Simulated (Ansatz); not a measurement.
## L1₂ (Cu3Au-type) Al3Sc: elastic constant C44 by level of theory

No measured value is used here.

```tsv
level (code)	value (GPa)	cell (Å³/atom)
LDA (Ansatz)	80.5	16.39
PBE (Ansatz)	70.5	17.30
PBEsol (Ansatz)	76.8	16.88
r²SCAN (Ansatz)	?	17.06
```

Task: Some entries are withheld; supply them.

Result: 
- r²SCAN (Ansatz, a first-principles code), value (GPa): 81.6

Each level is taken at its own relaxed cell. Cutoffs differ between the levels. Ansatz's density-functional and Hartree–Fock values are scalar-relativistic unless marked +SOC, with PAW data made under PBE.
